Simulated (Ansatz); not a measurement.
Take Ga2O3 in the corundum structure (space group R-3c, No. 167; a = 5.058 Å, c = 13.623 Å (hexagonal axes)) as the base.

Level of theory: PBE (Ansatz, a quantum-chemistry and plane-wave program), spin-orbit coupling left out.

Base values:

The band gap comes out as 2.40 eV. The electron mass is 0.21 mₑ (at Γ) and the pressure is 0.01 GPa.

It is then changed as follows: an isotropic linear strain of +1.50 %; the atoms relax in the strained cell.

**Question.** What does the calculation give for the energy relative to the base, band gap, electron mass and pressure after the change?

**Answer.** The energy grows by 12 meV/atom; the band gap drops by 0.447 eV to 1.96 eV; the electron mass becomes 0.18 mₑ (at Γ) (base: 0.21 mₑ (at Γ)); the pressure (mean of the normal stresses, compression positive) drops by 8.08 GPa, from 0.01 GPa to -8.07 GPa.

Masses are band curvatures over ±0.01 Å⁻¹ around the edge. No phonon test of stability was made.
